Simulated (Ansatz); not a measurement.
## Response to strain in InP

The parent structure is InP in the zinc blende structure (space group F-43m, No. 216).

```
CELL_PARAMETERS angstrom
      0.00000     2.97976     2.97976
      2.97976     0.00000     2.97976
      2.97976     2.97976     0.00000
ATOMIC_POSITIONS crystal
  In 0.00000 0.00000 0.00000
  P  0.25000 0.25000 0.25000
```

Strains are applied to the cell and any free atomic positions relax.

All numbers come from PBE (Ansatz, a first-principles code), no spin-orbit coupling.

**Question.** Only one of these has no band gap. Which?
(A) isotropic strain +3.00 %
(B) isotropic strain +0.50 %
(C) isotropic strain −2.50 %

**Answer.** A, isotropic strain +3.00 %. Computed: isotropic strain −2.50 %: 0.86 eV; isotropic strain +3.00 %: zero; isotropic strain +0.50 %: 0.36 eV

Stability against distortions was not tested. All final runs are without spin polarisation. The zero or small gap of InP under isotropic strain +3.00 % can change with the level of theory.
